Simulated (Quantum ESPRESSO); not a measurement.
## A series of runs on Y₂CdCu₂ (P1, 10 atoms in the cell)

```yaml
crystal:
  lattice:
    - [7.47171, 0.00000, 0.00000]
    - [0.00000, 7.47171, 0.00000]
    - [0.00000, 0.00000, 3.76936]
  atoms:
    - { symbol: Y, position: [0.67877, 0.18186, 0.49980] }
    - { symbol: Y, position: [0.32676, 0.82127, 0.50200] }
    - { symbol: Y, position: [0.82344, 0.67250, 0.47242] }
    - { symbol: Y, position: [0.17617, 0.31363, 0.49055] }
    - { symbol: Cd, position: [0.00116, 0.99509, 0.01309] }
    - { symbol: Cd, position: [0.49801, 0.50356, 0.98559] }
    - { symbol: Cu, position: [0.11649, 0.61538, 0.00971] }
    - { symbol: Cu, position: [0.88217, 0.38757, 0.01270] }
    - { symbol: Cu, position: [0.38007, 0.12296, 0.00991] }
    - { symbol: Cu, position: [0.61696, 0.88618, 0.00423] }
```

Base run A: PBEsol, SSSP 1.1.2 efficiency (PBE) pseudopotentials (Quantum ESPRESSO 7.5), self-consistent single point.

Its settings: ecutwfc = 50 Ry; ecutrho = 400 Ry; occupations = smearing; smearing = mp; degauss = 0.0099958 Ry; input_dft = pbesol; potentials = {Y: Y_pbe_v1.uspp.F.UPF, Cd: Cd.pbe-dn-rrkjus_psl.0.3.1.UPF, Cu: Cu_pbe_v1.2.uspp.F.UPF}; K_POINTS = automatic 3 3 5 0 0 0; conv_thr = 1e-10 Ry; mixing_beta = 0.3.

The starting cell comes from a database of computed structures (which also holds hypothetical and non-ambient phases and stackings), without a prior relaxation at this level. Its atoms were displaced at random from the sites of space group no. 127. Spin polarisation is off. In the base run, with a pressure of about -3 GPa the cell is away from its equilibrium volume at this level. Without a gap this mesh is coarse (it stands for a supercell whose shortest vector is 19 Å).

ΔF is the free energy per atom less that of run A. 

| run | degauss | ΔF (meV/atom) | pressure (GPa) | largest force (eV/Å) | TS (meV/atom) |
|---|---|---|---|---|---|
| A | 0.0099958 Ry | 0.00 | -3.22 | 0.550 | 0.4 |
| B | 0.000146997 Ry | -0.64 | -3.24 | 0.590 | 0.0 |
| C | 0.000734986 Ry | -0.65 | -3.24 | 0.592 | 0.0 |
| D | 0.0018375 Ry | -0.66 | -3.24 | 0.595 | 0.0 |
| E | 0.0036749 Ry | -0.53 | -3.25 | 0.609 | -0.5 |
| F | 0.0073499 Ry | -0.04 | -3.25 | 0.577 | -0.5 |
| G | 0.011025 Ry | -0.07 | -3.21 | 0.541 | 0.9 |
| H | 0.0147 Ry | -0.66 | -3.18 | 0.516 | 3.5 |

Run H against A: The free energy is nearly the same (within 1 meV/atom), the pressure moves little (-3.22 to -3.18 GPa) and the largest force goes from 0.550 to 0.516 eV/Å.

Run D against A: The free energy stays essentially unchanged (within 1 meV/atom), the pressure moves little (-3.22 to -3.24 GPa) and the largest force goes from 0.550 to 0.595 eV/Å.

Run E against A: The free energy hardly moves (within 1 meV/atom), the pressure moves little (-3.22 to -3.25 GPa) and the largest force goes from 0.550 to 0.609 eV/Å.
